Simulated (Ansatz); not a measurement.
Consider interstitial Zn in beta Ga2O3, charge state +2. The step: a concerted move, in which Zn travels most; the atom moves 1.77 Å along (0.01, 0.50, -0.14) of the unit cell; the moving atom starts with neighbours O at 1.87, 2 O at 1.94, O at 2.11 Å and ends with O at 1.87, 2 O at 1.94, O at 2.11 Å. A PBE band in Ansatz (plane-wave PAW, the Γ point alone, 120 host sites, 22 SCF runs with any check of the saddle's order, static, no finite-size correction) gives a forward barrier of 0.28 eV. The saddle point's order was not checked, and it lies on a symmetry element of the cell, where a band can be held. The charge state is imposed; whether it is stable for some Fermi level was not computed. Sites that were not tried may lie lower.

Single points at the band's start and saddle point can refine it. Rough cost of one point, in units of the band's mean SCF on the same machine:

```tsv
Level	Cost of one point
PBE, a 2×2×2 k-point mesh shifted by half a step	about 9
r2SCAN at 500 eV, the Γ point alone	about 2
```

Question: Which of these move the barrier by more than 0.1 eV, and how far does each move it?

Answer: Not one does. PBE, a 2×2×2 k-point mesh shifted by half a step: +0.01 eV; r2SCAN at 500 eV, the Γ point alone: +0.07 eV. Each functional is compared with PBE at the same k-points.

Ansatz is a quantum-chemistry and plane-wave program.
